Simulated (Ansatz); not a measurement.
The reference is MoSe$_{2}$ in the 2H-MoS2 type structure (space group P6_3/mmc, No. 194; a = 3.228 Å, c = 12.347 Å; layered, stacked along the Cartesian z axis).

All numbers come from PBEsol-D3(BJ) (Ansatz, a first-principles code, PAW, no SOC).

Base values:

The band gap comes out as 0.54 eV and the lattice parameter a is 3.228 Å.

It is then changed as follows: every Mo is replaced by W, then cell and atoms are relaxed.

Question: Estimate the effect on the band gap.

Answer: The band gap increases by 0.14 eV to 0.68 eV.

Question: What happens to the lattice parameter a?

Answer: The lattice parameter a increases by 0.003 Å (3.228 Å → 3.231 Å).

Spin-orbit coupling, missing from the scalar runs, can matter with W. Gaps are Kohn–Sham eigenvalue differences; semilocal functionals usually give less than the measured gap. No phonon test of stability was made.
